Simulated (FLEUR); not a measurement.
Input and output of a self-consistent single point for HgS (F-43m, 2 atoms in the cell) (FLEUR).

Method: PBE, all-electron FLAPW (FLEUR), scalar-relativistic valence in FLEUR.

The change in words: lattice scaled by 0.98. Reference geometry:
```
HgS
1.0
    0.00000     2.92363     2.92363
    2.92363     0.00000     2.92363
    2.92363     2.92363     0.00000
Hg S
1 1
Direct
  0.00000   0.00000   0.00000
  0.25000   0.25000   0.25000
```

Reference input (self-consistent single point, DFT, PBE, all-electron FLAPW (FLEUR), scalar-relativistic valence): Kmax = 4.5 1/bohr; GmaxXC = 22.5 1/bohr; xcFunctional = pbe; jspins = 1; l_soc = F; mode = hist; fermiSmearingEnergy = 0.00183747 Htr; mesh (inpgen div1-3) = 13 13 13; inpgen gamma flag = false; Gmax = 22.5 1/bohr; numbands = 0; maxIterBroyd = 40. This run's input differs from it in these lines:

```diff
@@ -3,6 +3,6 @@
 &input film=f /
--0.0000000000 0.7071067812 0.7071067812
+0.0000000000 0.7071067812 0.7071067812
 0.7071067812 -0.0000000000 0.7071067812
-0.7071067812 0.7071067812 -0.0000000000
-7.8133452901
+0.7071067812 0.7071067812 0.0000000000
+7.6570775825
 1.0 1.0 1.0
@@ -43,5 +43,5 @@
          <bravaisMatrix>
-            <row-1>    0.0000000000000000     5.5248694384867916     5.5248694384867916</row-1>
-            <row-2>    5.5248694384867916     0.0000000000000000     5.5248694384867916</row-2>
-            <row-3>    5.5248694384867916     5.5248694384867916     0.0000000000000000</row-3>
+            <row-1>    0.0000000000000000     5.4143714827602532     5.4143714827602532</row-1>
+            <row-2>    5.4143714827602532     0.0000000000000000     5.4143714827602532</row-2>
+            <row-3>    5.4143714827602532     5.4143714827602532     0.0000000000000000</row-3>
          </bravaisMatrix>
```

Output (repeated stretches shortened):

```
 Iteration:     1   Distance:      10.66029344 me/bohr^3
 Iteration:     2   Distance:       9.69485735 me/bohr^3
 Iteration:     3   Distance:       5.14770067 me/bohr^3
 Iteration:     4   Distance:       1.75696985 me/bohr^3
 Iteration:     5   Distance:       1.23377203 me/bohr^3
   [... 7 lines left out ...]
 Iteration:    13   Distance:       0.00006741 me/bohr^3
 Iteration:    14   Distance:       0.00001174 me/bohr^3
 Iteration:    15   Distance:       0.00001149 me/bohr^3
 Iteration:    16   Distance:       0.00000078 me/bohr^3
 Run finished successfully
 Stop message:
   Structural relaxation: Done

[file out, last iteration]
             iter=     17
[...]
          total density-effective poten   -3.5427144276E+04
          total charge density-energy d   -3.9944560708E+02
 Updated energy parameters for spin:           1
[...]
 fermi energy and band-weighting factors:

[...]
FERMIE:
          first approx. to ef    (T=0)  :   0.248680 htr   (energy of the highest occ. eigenvalue)
          number of occ. states  (T=0)  :       1820
          first approx. to seigv (T=0)  : -19.900609 htr
          sum of weights of occ. states :  13.000000
          sum of semicore charge        :   0.000000 e
FERHIS:  Fermi-Energy by histogram:
          bandgap                     :   0.000000 htr
   [... lines left out ...]
          charge neutrality (T=0)     :   0.000000    (zero if the highest occ. eigenvalue is "entirely" occupied)
     EF_NEWTON:  Adjust Fermi-Energy by Newton-Method.
 Direct bandgap for spin            1 :    2.0752612852457747E-002  Htr
 ---->    free energy=                    -20061.0398219679 htr
   [... lines left out ...]
      extrapolation for T->0
 ---->    total electron energy=          -20061.0398181981 htr
 ***** TOTAL FORCES ON ATOMS *****
 TOTAL FORCE FOR ATOM TYPE=  1  X=  0.000   Y=  0.000   Z=  0.000
                       FX_TOT= 0.000000 FY_TOT= 0.000000 FZ_TOT= 0.000000
 TOTAL FORCE FOR ATOM TYPE=  2  X=  2.707   Y=  2.707   Z=  2.707
                       FX_TOT= 0.000000 FY_TOT= 0.000000 FZ_TOT= 0.000000
 Structural relaxation: Done
```

The run converged in 16 iterations. FLEUR gives forces in its relaxation mode, with a further iteration, so its stop message speaks of a relaxation. Against the reference run the free energy goes up by 62.6 meV/atom.

The starting cell comes from a database of computed structures (which also holds hypothetical and non-ambient phases and stackings), without a prior relaxation at this level. Its lattice was rescaled by a random factor within 2.5 % of one. For this run, on top of that: lattice scaled by 0.98. Spin-orbit coupling is off. Values depend on the basis (sphere radii, cutoffs, local orbitals), which need not be converged. No gap is read from this output. The log's line on a gap gives a spacing of levels on this mesh, which the program prints for metals too.

Cost on one core of a shared machine: roughly 9 min.
